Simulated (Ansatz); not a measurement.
# PtTe2: thickness series

The parent structure is PtTe2 (space group P-3m1, No. 164; a = 4.052 Å, c = 5.096 Å; layered).

Free-standing slabs (3 atom(s) a layer) normal to the stacking axis with 15 Å of vacuum; in-plane cell relaxed.

Computed with PBE-D3(BJ) in Ansatz (plane waves to 420 eV, PAW, scalar-relativistic without spin-orbit coupling).

Notes on the quantities. excess energy per area of both faces: slab less bulk energy over the cell's area: twice a surface energy; uncertain by up to 0.1 J/m².

```tsv
variant	band gap	excess energy per area of both faces	in-plane lattice parameter a
base	zero	–	405.2 pm
1 layer	0.66 eV	0.81 J/m²	397.3 pm
2 layers	zero	0.9 J/m²	401.0 pm
3 layers	zero	0.9 J/m²	402.5 pm
```

The excess energy carries the mismatch between the slab's and the bulk's meshes. With Pt and Te present, leaving out spin-orbit coupling can change the band edges. Stability against distortions was not tested. The final runs are not spin-polarised.

Ansatz is a first-principles code.
